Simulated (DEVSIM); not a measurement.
Structure: isotype n-n heterojunction GaP/Si, at 350 K.

```
layer (left to right)  material  thickness (μm)  Nd (cm⁻³)  τn (s)  τp (s)
---------------------  --------  --------------  ---------  ------  ------
1                           GaP           0.900     2.3e16  1.1e-7  1.1e-7
2                            Si           0.300     1.2e15  1.1e-7  1.1e-7
```

Left contact: ohmic. Right contact: ohmic. Voltage is applied to the left contact. Recombination: SRH at mid-gap, Auger. Mobility is μmin + (μ − μmin)/(1 + (N/Nref)^α).

The device is made up for the run: typed textbook-type constants, with dimensions and the other settings drawn at random. Values at 300 K; Nc and Nv go as T^1.5, mobilities as T to minus their exponent, the gap by Varshni's rule with the affinity fixed.

| parameter | GaP | Si |
|---|---|---|
| gap (eV) | 2.26 | 1.124 |
| affinity (eV) | 3.8 | 4.05 |
| permittivity | 11.1 | 11.7 |
| Nc (cm⁻³) | 1.8e19 | 2.86e19 |
| Nv (cm⁻³) | 1.9e19 | 3.1e19 |
| μn (cm²/Vs) | 250 | 1417 |
| μp (cm²/Vs) | 150 | 470 |
| μn,min | 10 | 52 |
| μp,min | 10 | 45 |
| Nref,n | 4.4e18 | 9.7e16 |
| Nref,p | 1e18 | 2.2e17 |
| αn | 0.8 | 0.68 |
| αp | 0.85 | 0.72 |
| T exponent of μn | 1.6 | 2.3 |
| T exponent of μp | 1.98 | 2.2 |
| Cn (cm⁶/s) | 1e-30 | 2.8e-31 |
| Cp (cm⁶/s) | 1e-30 | 9.9e-32 |
| Varshni α (eV/K) | 0.00058 | 0.000473 |
| Varshni β (K) | 372 | 636 |

Model (solved in DEVSIM): 1D drift-diffusion, Boltzmann statistics, complete ionisation; no tunnelling, impact ionisation, image-force lowering or self-heating. Band offsets follow the typed affinities; no thermionic-emission limit at abrupt steps, no polarisation charge.

The doping Nd of layer 1 was swept, all else fixed.

```
doping Nd of layer 1 (cm^-3)  potential step across the device at zero bias (V)
----------------------------  -------------------------------------------------
6.9e14                                                                    0.247
2.3e15                                                                    0.284
6.9e15                                                                    0.317
2.3e16                                                                    0.353
6.9e16                                                                    0.386
2.3e17                                                                    0.422
6.9e17                                                                    0.456
```

From the first row to the last the potential step across the device at zero bias goes from 0.247 to 0.456.
